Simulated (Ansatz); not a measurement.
The starting structures come from a database of crystals and need not be the phases stable at ambient conditions.

 Where the default PAW files enter, the runs use the earlier of Ansatz's two default sets.

Given:

```
CdTe
1.0
    4.67575     0.00000     0.00000
    2.29233     4.07528     0.00000
    0.00000     0.00000     7.63690
Cd Te
2 2
Cartesian
  1.05587   0.61753   0.00130
  5.91221   3.45775   3.81975
  5.69857   3.33280   0.95331
  1.26951   0.74247   4.77176
```

Space group of this cell: Cmc2_1. The cell is taken as given; by r2SCAN its mean pressure is -1.2 GPa.

The numbers are results of r2SCAN (plane waves, PAW; Ansatz, a program for electronic structure), not measurements.

The current runs along the normal of the first two printed vectors; no spin-orbit coupling. Scaled by the factor s: both lengths across the current (ions clamped). Meshes 8×8×4 and 8×8 across the current in all rows.

```
s     mean pressure (GPa)  band gap (eV)
----  -------------------  -------------
0.98                  0.4              ?
1.00                 -1.2           1.10
1.02                 -2.4           0.98
```

Question: Take the slope of the band gap against ln s from the two given rows, extrapolate to s = 0.98, and say what the run there gives.

Answer: Slope = (0.98 − 1.10) / ln 1.02 = -6.06 eV. The line gives 1.10 + (-6.06) × ln 0.98 = 1.22 eV. The run gives 1.21 eV, 0.01 eV under the line, 10 % of the predicted step.
